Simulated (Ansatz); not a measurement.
An Ansatz (an electronic-structure program) input (PBEsol (Ansatz; PAW; 420 eV plane waves; without spin-orbit coupling)):

Ansatz 0.2 input:
```yaml
crystal:
  lattice:
    - [3.3967976493, -3.5063916263, 0]
    - [3.3967976493, 3.5063916263, 0]
    - [0, 0, 6.0449146053]
  atoms:
    - { symbol: Mo, position: [0.2311718803, 0.7688281197, 0.9734739319] }
    - { symbol: Mo, position: [0.7688281197, 0.2311718803, 0.9734739319] }
    - { symbol: Mo, position: [0, 0.5, 0.5201392991] }
    - { symbol: Mo, position: [0.5, 0, 0.5201392991] }
    - { symbol: Sb, position: [0.740367079, 0.740367079, 0.1715063614] }
    - { symbol: Sb, position: [0.259632921, 0.259632921, 0.1715063614] }
    - { symbol: Sb, position: [0.5, 0.5, 0.6745424311] }
    - { symbol: P, position: [0, 0, 0.6618850512] }
basis: { ecutwfc: 420, ecutrho_ratio: 4, xc_grid: 2, fft_grid_basis: typed }
kpoints: { mp_grid: { grid: [10, 10, 8] } }
hamiltonian:
  xc: pbesol
  dispersion: none
  pseudopotentials: { kind: paw }
scf: { occupations: { method: fermi_dirac, width: 0.05 }, convergence: { dr2_threshold: 0.0000000008 } }
output: { forces: true, stress: true }
checkpoint: { write: state.ck, write_every: 1000 }
```

**Question.** Which symmetry and how many k-points will the program report, and about how many plane waves at Γ?

**Answer.** Space group Cmm2 (ITA 35) with 4 operations, k-points 155 of 800, and 2793 plane waves at Γ.

These are small ordered cells, not random alloys; other orderings at the same x differ. Stability against distortions was not tested. All final runs are without spin polarisation. The cell was made from MoP by this change: x(Sb) = 0.75, 8 atoms, Cmm2.
